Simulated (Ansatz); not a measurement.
Results of revPBE in Ansatz (plane waves, PAW) for zinc-blende BeS.

Numerical settings: plane-wave cutoff 520 eV, 12×12×12 k mesh, Fermi–Dirac smearing 0.01 eV, scalar-relativistic PAW data made under PBE.

Energies at three volumes about the minimum:

```csv
V (Å³/atom),E − E_lowest (meV/atom)
14.485,1.71
14.780,0.00
15.076,1.57
```

Question: Fit a parabola by hand: where is the minimum, what lattice constant follows, and what is the bulk modulus?

Answer: Slopes: (0.00 − 1.71)/(14.780 − 14.485) = -5.797 and (1.57 − 0.00)/(15.076 − 14.780) = 5.304 meV/Å³. Curvature E″ = 2 × (5.304 − (-5.797))/(15.076 − 14.485) = 37.567 meV/Å⁶. From the middle of the first interval, the slope vanishes at V0 = 14.6325 − (-5.797)/37.567 = 14.787 Å³/atom. B = V0 E″ = 14.787 × 37.567 meV/Å³ × 0.1602 GPa per meV/Å³ = 89.0 GPa. With 8 atoms in the cube, a = (8 × 14.787)^(1/3) = 4.909 Å. The full Birch–Murnaghan fit to all volumes gives V0 = 14.782 Å³/atom and B0 = 88.7 GPa.

Measured, for comparison: bulk modulus 105 GPa (room temperature, not corrected to a static lattice; as tabulated in Narayana, Nesamony, Ruoff, Phys. Rev. B 56, no. 22 (1997)); lattice constant a 4.87 Å (room temperature, not corrected to a static lattice; as tabulated in Narayana, Nesamony, Ruoff (BeS at high pressure; core.ac.uk copy)). Computed (rounded) less measured: bulk modulus -16 %.

Ansatz is a first-principles code.
